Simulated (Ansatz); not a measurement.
A working Ansatz (a first-principles code) input for Zr2V3Fe (R-3m, 6 atoms in the cell) (DFT, PBEsol, plane waves, default PAW files made with PBE):

Ansatz 0.2 input:
```yaml
# Zr2V3Fe
crystal:
  lattice:
    - [2.63304500, 1.52018900, 4.03707700]
    - [-2.63304500, 1.52018900, 4.03707700]
    - [0.00000000, -3.04037800, 4.03707700]
  atoms:
    - { symbol: Zr, position: [0.62587300, 0.62587300, 0.62587300] }
    - { symbol: Zr, position: [0.37412700, 0.37412700, 0.37412700] }
    - { symbol: V, position: [0.00000000, 0.50000000, 0.00000000], spin: 2.0 }
    - { symbol: V, position: [0.00000000, 0.00000000, 0.50000000], spin: 2.0 }
    - { symbol: V, position: [0.50000000, 0.00000000, 0.00000000], spin: 2.0 }
    - { symbol: Fe, position: [0.00000000, 0.00000000, 0.00000000], spin: 4.0 }
basis:
  ecutwfc: 30.9 Ry
kpoints:
  mp_grid:
    grid: [6, 6, 6]
    shift: [0.5, 0.5, 0.5]
hamiltonian:
  xc: pbesol
  pseudopotentials:
    kind: paw
magnetization:
  spin_polarized: true
scf:
  occupations:
    method: methfessel_paxton
    width: 0.02 Ry
output:
  forces: true
  eigenvalues: true
  stress: true
```

The run converged in 20 iterations: free energy E − TS (on the zero of these files) -21362.7751 eV; Fermi level (on the code's own zero) 15.42 eV; pressure -8.25 GPa; largest force (vector length) 0.046 eV/Å; size of the cell's spin moment 0.00 μB. Each of these slips is then made, one at a time:

(1)
```diff
-  lattice:
+  cell:
```

(2)
```diff
-  atoms:
+ atoms:
```

Task: What happens in each case?

Result: 
(1) A keyword that the program does not know. The program stopped before any SCF iteration.
```
Error: YAML parse error: error: line 3 column 3: unknown field `cell`, expected one of checkpoint, saddle_side, structure_sha256, lattice, periodic, space_group, setting, atoms, reduce_to_primitive, conventional_axes, supercell, defects, symmetry, host
 --> <input>:3:3
  |
1 | # Zr2V3Fe
2 | crystal:
3 |   cell:
  |   ^ unknown field `cell`, expecte [...]
```

(2) Broken indentation. The program stopped before any SCF iteration.
```
Error: YAML parse error: error: line 3 column 3: crystal: missing field `atoms` (a structure is typed as `lattice` and `atoms`, a molecule's as `atoms` in Å alone, or read from a run's directory, `checkpoint`)
 --> <input>:3:3
  |
1 | # Zr2V3Fe
2 | crystal:
3 |   lattice:
  |   ^ crystal: missing field `atoms` (a structure is typed as `lattice` and [...]
```

The starting cell comes from a database of computed structures (which also holds hypothetical and non-ambient phases and stackings), without a prior relaxation at this level. The starting moments vanished: the run ended non-magnetic, which need not be the lowest state. The program warned that a starting moment was not kept. In the base run, with a pressure of about -8 GPa the cell is away from its equilibrium volume at this level. Ansatz's pressure includes its estimate of the finite-basis (Pulay) stress.

Left out of this page: 5 runs of the series outside the window shown, repeating another row's setting, or not comparable.
